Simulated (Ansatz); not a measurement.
Base system: KBr in the rock salt structure (space group Fm-3m, No. 225; a = 6.5491 Å). Axes: x, y, z lie along the cube axes.

Computed with Kohn–Sham DFT with the PBEsol functional, run in Ansatz (a first-principles code) with PAW and 420 eV plane waves, without spin-orbit coupling.

Strains are applied to the cell and any free atomic positions relax; under biaxial strain the out-of-plane vector relaxes too.

One change was made to it. Results:

The band gap decreases by 0.02 eV, from 4.34 eV to 4.32 eV; the valence-band top at Γ (three highest levels, from the VBM) becomes 0.00, -0.02, -0.02 eV (base: 0.00, 0.00, 0.00 eV); the hole mass is 0.60 mₑ out of plane, 2.7 mₑ in plane (at Γ); the electron mass is still 0.37 mₑ (at Γ).

Problem. Which of these changes matches the shifts?
A. biaxial strain +0.42 %, plane normal [111], relaxed out of plane
B. biaxial strain +1.25 %, plane normal [111], relaxed out of plane
C. biaxial strain +2.50 %, plane normal [111], relaxed out of plane
D. biaxial strain +2.08 %, plane normal [111], relaxed out of plane

Solution. A, biaxial strain +0.42 %, plane normal [111], relaxed out of plane. For comparison, the band gap in the other runs: biaxial strain +2.08 %, plane normal [111], relaxed out of plane gives 4.22 eV; biaxial strain +1.25 %, plane normal [111], relaxed out of plane gives 4.27 eV; biaxial strain +2.50 %, plane normal [111], relaxed out of plane gives 4.20 eV.

Effective masses come from finite differences of ±0.01 Å⁻¹. Stability against distortions was not tested.
